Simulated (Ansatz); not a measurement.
Consider the following.

End structure of a constructed model of the (100) surface of rock-salt TiC (in the relaxation 1 O–Ti bonds broke), top plane replaced by WO (bottom of the slab: a bare face, its two planes held):

```xyz
12
Lattice="3.0639 0.0000 0.0000 0.0000 3.0639 0.0000 0.0000 0.0000 27.0000" Properties=species:S:1:pos:R:3 pbc="T T T"
C      0.0000     0.0000     8.1077
Ti     1.5320     1.5320     8.1077
C      1.5320     1.5320    10.2742
Ti     0.0000     0.0000    10.2742
C      0.0000     0.0000    12.4307
Ti     1.5320     1.5320    12.4349
C      1.5320     1.5320    14.6015
Ti     0.0000     0.0000    14.5820
C      0.0000     0.0000    16.7994
Ti     1.5320     1.5320    16.6575
O      1.5320     1.5320    19.5863
W      0.0000     0.0000    18.7945
```

Model: 12-atom slab, 10.8 Å thick at the start with caps and adatoms (thin: gaps and levels are the slab's own), 12x12x1 mesh, Fermi-Dirac 0.1 eV, dipole correction, 4 atoms held, the rest relaxed; start symmetry kept, larger cells not searched; no spin, no spin-orbit, no U. It is one candidate, not shown to be the stable structure of the face.

Task: Predict the work function of the top face from PBE in Ansatz (an electronic-structure program).

Result: 4.05 eV
